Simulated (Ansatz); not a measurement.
Base system: Ge (space group I4_132, No. 214; a = 6.8013 Å; a hypothetical phase, not in the database extracts checked).

Calculations: Kohn–Sham DFT with the PBEsol functional, run in Ansatz (a first-principles code) with PAW and 420 eV plane waves, no SOC.

Base values:

- Lattice parameter a: 6.801 Å

Now apply this change: a hydrostatic pressure of 3 GPa.

Problem. How does this affect the lattice parameter a?

Solution. The lattice parameter a decreases by 0.2065 Å, from 6.801 Å to 6.595 Å.

Load acts through the strain it causes; cell and atoms are relaxed under it. Stability against distortions was not tested.
